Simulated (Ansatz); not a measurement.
## Bi2Te3, response to strain

The reference is Bi2Te3 in the Bi2Te3 type structure (space group R-3m, No. 166; a = 4.396 Å, c = 31.389 Å (hexagonal axes)). Axes: x lies along a and z along c of the hexagonal cell.

Strains are applied to the cell and any free atomic positions relax.

Method: r2SCAN+rVV10 (Ansatz, a program for electronic structure), spin-orbit coupling left out, earlier PAW set.

Candidates:
(a) uniaxial strain ε_yy = +3.43 %
(b) uniaxial strain ε_yy = −3.61 %
(c) uniaxial strain ε_yy = +2.11 %

Before the change:

The band gap is 0.68 eV.

Question: Order them by band gap, lowest first.

Answer: (a) uniaxial strain ε_yy = +3.43 % (0.56 eV), (b) uniaxial strain ε_yy = −3.61 % (0.59 eV), (c) uniaxial strain ε_yy = +2.11 % (0.62 eV)

With Bi and Te present, leaving out spin-orbit coupling can change the band edges. Stability against distortions was not tested.
